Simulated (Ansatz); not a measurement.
Consider MoS₂ in the 3R-MoS2 type structure (space group R3m, No. 160; a = 3.1156 Å, c = 17.3564 Å (hexagonal axes); layered, stacked along the Cartesian z axis).

All numbers come from PBEsol-D3(BJ) (Ansatz, a quantum-chemistry and plane-wave program, PAW, no spin-orbit coupling).

For the base:

```
Quantity                         Value
-----------------------------  -------
Width of the top valence band  2.06 eV
Band gap                       0.50 eV
Lattice parameter a            3.116 Å
```

One thing is altered: cell and atoms relaxed at a pressure of 7 GPa.

**Question.** Predict the new width of the top valence band.

**Answer.** The width of the top valence band goes up by 0.24 eV, from 2.06 eV to 2.30 eV.

**Question.** Estimate the effect on the band gap.

**Answer.** The band gap shrinks by 0.35 eV (0.50 eV → 0.15 eV).

**Question.** How does this affect the lattice parameter a?

**Answer.** The lattice parameter a decreases by 0.0454 Å, from 3.116 Å to 3.070 Å.

Load acts through the strain it causes; cell and atoms are relaxed under it. Whether these cells are dynamically stable was not tested. No other phases were tried under pressure. A zero or small gap of MoS2 under pressure 7 GPa can be the functional's error rather than a property of the material.
